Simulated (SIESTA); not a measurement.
A self-consistent single point of ScIr2 (P1, 6 atoms in the cell) with SIESTA.

Level of theory: GGA PBEsol, numerical atomic orbitals TZP, PseudoDojo PBEsol standard norm-conserving potentials (rewritten from UPF to PSML) in SIESTA.

```
CELL_PARAMETERS angstrom
      0.00000     3.68674     3.68674
      3.68674     0.00000     3.68674
      3.68674     3.68674     0.00000
ATOMIC_POSITIONS crystal
  Sc 0.75250 0.74539 0.75199
  Sc 0.50347 0.50027 0.50358
  Ir 0.12688 0.62509 0.12003
  Ir 0.11403 0.13349 0.12263
  Ir 0.62593 0.12635 0.12293
  Ir 0.12718 0.11942 0.62884
```

Reference input (self-consistent single point, DFT, LDA PW92, numerical atomic orbitals TZP, PseudoDojo LDA standard norm-conserving potentials (rewritten from UPF to PSML)): XC.functional = LDA; XC.authors = PW92; potentials = PseudoDojo LDA standard; PAO.BasisSize = TZP; PAO.EnergyShift = 0.005 Ry; MeshCutoff = 400 Ry; kgrid.MonkhorstPack = 4 4 4; OccupationFunction = FD; ElectronicTemperature = 100 meV; MaxSCFIterations = 150; SCF.Mixer.Method = Broyden; SCF.Mixer.Weight = 0.1. This run's input differs from it in these lines:

```diff
@@ -1,2 +1,2 @@
-# files in the folder: Sc.psml Ir.psml (PseudoDojo LDA standard)
+# files in the folder: Sc.psml Ir.psml (PseudoDojo PBEsol standard)
 SystemName  ScIr2
@@ -26,4 +26,4 @@
 
-XC.functional                LDA
-XC.authors                   PW92
+XC.functional                GGA
+XC.authors                   PBEsol
 PAO.BasisSize                TZP
```

Output (repeated stretches shortened):

```
        iscf     Eharris(eV)        E_KS(eV)     FreeEng(eV)     dDmax    Ef(eV) dHmax(eV)
   scf:    1   -14841.507942   -15039.063398   -15039.245179  2.296586 -2.723203 24.828831
   scf:    2   -15143.311382   -15130.821634   -15130.958481  0.998933 -3.402469  4.624902
   scf:    3   -15132.787596   -15131.846822   -15131.977579  0.113387 -3.575455  4.190148
   scf:    4   -15134.674339   -15133.688623   -15133.819917  0.311690 -4.242286  0.622813
   scf:    5   -15133.722229   -15133.722161   -15133.856813  0.014712 -4.240451  0.123968
   [... 10 lines left out ...]
   scf:   16   -15133.724598   -15133.724596   -15133.859620  0.000037 -4.246632  0.000580
   scf:   17   -15133.724598   -15133.724597   -15133.859620  0.000019 -4.246689  0.000428
   scf:   18   -15133.724597   -15133.724597   -15133.859620  0.000011 -4.246726  0.000314
   scf:   19   -15133.724597   -15133.724597   -15133.859620  0.000007 -4.246750  0.000232
SCF Convergence by DM+H criterion
max |DM_out - DM_in|         :     0.0000065486
max |H_out - H_in|      (eV) :     0.0002322731
SCF cycle converged after 19 iterations

Using DM_out to compute the final energy and forces

siesta: E_KS(eV) =           -15133.7246

siesta: E_KS - E_eggbox =    -15133.7246

siesta: Atomic forces (eV/Ang):
     1    0.095977   -0.073543    0.112414
     2   -0.106521   -0.126479   -0.075572
     3    0.044432    0.298308   -0.187588
     4    0.275836    0.610192    0.204933
     5    0.286907   -0.238680   -0.558117
     6   -0.593541   -0.474122    0.506362
   Tot    0.003091   -0.004324    0.002432
   Max    0.610192
   Res    0.330080    sqrt( Sum f_i^2 / 3N )
   Max    0.610192    constrained

   [... lines left out ...]
siesta: FreeEng =    -15133.859620
   [... lines left out ...]
siesta:     0.027753   -0.000305   -0.000030
siesta:    -0.000305    0.027092   -0.001195
siesta:    -0.000030   -0.001195    0.026958

siesta: Cell volume =        100.220722 Ang**3

siesta: Pressure (static):
siesta:                Solid            Molecule  Units
siesta:          -0.00029698         -0.00015236  Ry/Bohr**3
siesta:          -0.02726764         -0.01398903  eV/Ang**3
siesta:         -43.68757221        -22.41289239  kBar
```

The run converged in 19 iterations. Against the reference run the pressure goes from -9.00 to -4.37 GPa and the largest force goes from 0.873 to 0.913 eV/Å.

The starting cell comes from a database of computed structures (which also holds hypothetical and non-ambient phases and stackings), without a prior relaxation at this level. Its atoms were displaced at random from the sites of space group no. 227. Spin polarisation is off. Values carry the incompleteness of an atom-centred basis. With a pressure of about -4 GPa the cell is away from its equilibrium volume at this level.

Cost on one core of a shared machine: roughly 80 s.
